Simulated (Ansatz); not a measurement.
Amorphous Si22Ba3O47, 72 atoms at 2.66 g/cm³, one PBE-relaxed geometry, zone centre. Methods: PBE, scalar-relativistic without spin-orbit coupling (Ansatz, a quantum-chemistry and plane-wave program); r2SCAN, scalar-relativistic without spin-orbit coupling (Ansatz); HSE06, scalar-relativistic without spin-orbit coupling (Ansatz). Plane waves to 420 eV (r2SCAN 500 eV); exact exchange is cut at the cell's faces. At PBE the levels at the filled edge of the gap are localised (band-tail or defect states), and the nearest spread-out levels lie 5.6 eV apart at the zone centre. All rungs ran without spin polarisation.

A CHGNet melt-quench gave the starting glass, which DFT then relaxed. O atoms were pushed apart under 1.9 Å during the dynamics, to hinder bonds among them. The hot cell started wider than the set density and was brought back towards it in steps. It is the lowest in DFT energy of 2 quenches. It is a model cell: composition and starting density were chosen by hand, and all elements were melted together. No dispersion term was used. Its density started from a set value of 2.75 and ended at 2.66 g/cm³. The simulated quench (nominally 310 K/ps over its main leg) is rapid and tends to freeze in more defects than a deposited or slowly cooled glass has. A cell of this size samples the disorder only roughly. Volume and shape were free in the relaxation.

The relaxation ran on the zone centre alone. At PBE the level gap is 4.46 eV on a 2×2×2 Γ-centred mesh, and the spacing at the zone centre alone 4.46 eV.

**Question.** What zone-centre spacing does r2SCAN give, roughly?

**Answer.** 5.05 eV (+0.59 eV against PBE).

**Question.** What zone-centre spacing does HSE06 give, roughly?

**Answer.** 6.11 eV (+1.65 eV against PBE).

The highest filled and the lowest empty state spread over these numbers of atoms (participation numbers): PBE: 1.9 and 64.1; r2SCAN: 1.9 and 63.1; HSE06: 1.8 and 62.2.
